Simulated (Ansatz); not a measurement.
The reference is WC (space group P-6m2, No. 187; a = 2.922 Å, c = 2.846 Å; relaxed with 0.1 eV smearing).

The values are results of PBE (Ansatz, a first-principles code), no SOC, not measurements.

For the base:

The pressure is 0.0 GPa and the band gap comes out as zero.

Perturbation: the cell is scaled by 1.0300 in all directions; the atoms relax in the strained cell.

**Question.** What happens to the pressure, energy relative to the base and band gap?

**Answer.** The pressure (mean of the normal stresses, compression positive) goes from zero to -28.3 GPa; the energy rises by 93 meV/atom; the band gap is still zero.

Stability against distortions was not tested. All final runs are without spin polarisation.
